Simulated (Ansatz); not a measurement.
The starting structures come from a database of crystals and need not be the phases stable at ambient conditions.

 Where the default PAW files enter, the runs use the earlier of Ansatz's two default sets.

By PBEsol, the system below comes out a metal.

Without scattering a metal conducts by its projected Fermi surface.

Input:

```xyz
2
Lattice="4.5010 0.0000 0.0000 -2.2505 3.8980 0.0000 2.2505 -1.2993 3.7853" Properties=species:S:1:pos:R:3 pbc="T T T"
Ga     0.0000     2.5986     0.9463
Bi     0.0000     0.0000     0.0000
```

Space group of this cell: R3m. The cell is strained (lengths along the current scaled by 1.03, ions clamped); by PBEsol its mean pressure is -1.6 GPa.

The current flows along the normal of the first two printed cell vectors, the (111) (indices of the unstrained crystal) plane of the conventional cell. No spin-orbit coupling; the value is a mean over 0.1 eV about the Fermi level.

Task: Predict the ballistic conductance per area from PBEsol run with Ansatz (a first-principles code).

Result: 0.088 × 10¹⁵ S/m² for both spins.
